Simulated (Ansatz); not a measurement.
Consider NiO in the rock salt structure (space group Fm-3m, No. 225; a = 4.1906 Å; ferromagnetic). Axes: x, y, z lie along the cube axes.

All numbers come from DFT with r2SCAN, PAW potentials and a 500 eV plane-wave cutoff in Ansatz (a quantum-chemistry and plane-wave program), no spin-orbit coupling, earlier PAW set.

For the base:

The pressure comes out as 0.0 kbar and the magnetic state comes out as ferromagnetic. The band gap is 0.85 eV.

It is then changed as follows: compressive biaxial strain of 3.45 % in the plane normal to [110], as in epitaxy on a mismatched substrate; the out-of-plane cell vector and the atoms relax.

Problem. What does the calculation give for the energy relative to the base, pressure, magnetic state and band gap after the change?

Solution. The energy grows by 26 meV/atom; the pressure (mean of the normal stresses, compression positive) goes from zero to 89.6 kbar; the magnetic state is still ferromagnetic; the band gap drops by 0.33 eV to 0.52 eV.

Stability against distortions was not tested. No Hubbard U is applied and the magnetic state is the run's own (NiO ferromagnetic); small cells can't hold the antiferromagnetic order that many such compounds have, so gaps and moments can be off. A gap here joins edges of opposite spin (a spin-flip gap). In its common phase, real NiO is an antiferromagnetic insulator at low temperature.
